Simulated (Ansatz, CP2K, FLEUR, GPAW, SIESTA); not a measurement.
Code comparison for SrP₂Os₂ (I4/mmm, 5 atoms in the cell)

Self-consistent single point.

```
CELL_PARAMETERS angstrom
     -2.02943     2.02943     5.69928
      2.02943    -2.02943     5.69928
      2.02943     2.02943    -5.69928
ATOMIC_POSITIONS crystal
  Sr 0.00000 0.00000 0.00000
  P  0.34985 0.34985 0.00000
  P  0.65015 0.65015 0.00000
  Os 0.75000 0.25000 0.50000
  Os 0.25000 0.75000 0.50000
```

Shared settings, as Ansatz (an electronic-structure program) writes them: kpoints.mp_grid.grid = 7 7 7; scf.occupations.method = fermi_dirac; scf.occupations.width = 0.1 eV. Potentials and cutoffs stand in the table.

```json
[
 {"code": "SIESTA", "model": "LDA PW92, numerical atomic orbitals DZP, PseudoDojo LDA standard norm-conserving potentials (rewritten from UPF to PSML)", "pressure (GPa)": "-1.96", "largest force (eV/Å)": "0.486", "cutoff": "grid 300 Ry"},
 {"code": "CP2K", "model": "LDA (Pade form), GPW, DZVP-MOLOPT-SR-GTH basis, GTH-PADE potentials (GTH_POTENTIALS)", "pressure (GPa)": "-9.58", "largest force (eV/Å)": "0.290", "cutoff": "grid 500 Ry"},
 {"code": "Ansatz", "model": "LDA (PW92), PAW files made with PBE", "pressure (GPa)": "-5.36", "largest force (eV/Å)": "0.004", "cutoff": "420 eV"},
 {"code": "FLEUR", "model": "LDA (Perdew-Zunger), all-electron FLAPW (FLEUR), scalar-relativistic valence", "pressure (GPa)": "–", "largest force (eV/Å)": "0.078", "cutoff": "Kmax 4.1 1/bohr"},
 {"code": "GPAW", "model": "LDA (Perdew-Wang 92), GPAW PAW datasets LDA (gpaw-data 1.0.1)", "pressure (GPa)": "-5.78", "largest force (eV/Å)": "0.055", "cutoff": "550 eV"}
]
```

A dash marks a value that a program does not give, or that is left out as unsure.

On Ansatz's run: spin-orbit coupling is off. Spin polarisation is off.

The spread over the programs that give each value: pressure within 7.62 GPa; largest force within 0.482 eV/Å.

SIESTA and CP2K use small atom-centred bases, whose incompleteness enters pressures, forces and empty levels differently from a plane-wave cutoff. FLEUR treats all electrons, but the usual bases taken here (sphere radii, linearisation, local orbitals, empty states) were not tested for convergence, so the values are no reference for the others. Ansatz's pressure is given at a fixed set of plane waves, as the other plane-wave codes print theirs; with its correction for the finite basis it is -5.32 GPa. In the pressure, SIESTA (by 3.60) and CP2K (by 4.01) lie more than 1 GPa from the median of the plane-wave programs. In the force vectors, SIESTA (by 0.511), CP2K (by 0.265) and FLEUR (by 0.103) lie more than 0.08 eV/Å from the median of the plane-wave programs.

The starting cell comes from a database of computed structures (which also holds hypothetical and non-ambient phases and stackings), without a prior relaxation at this level.

Keys are those of Ansatz 0.2.
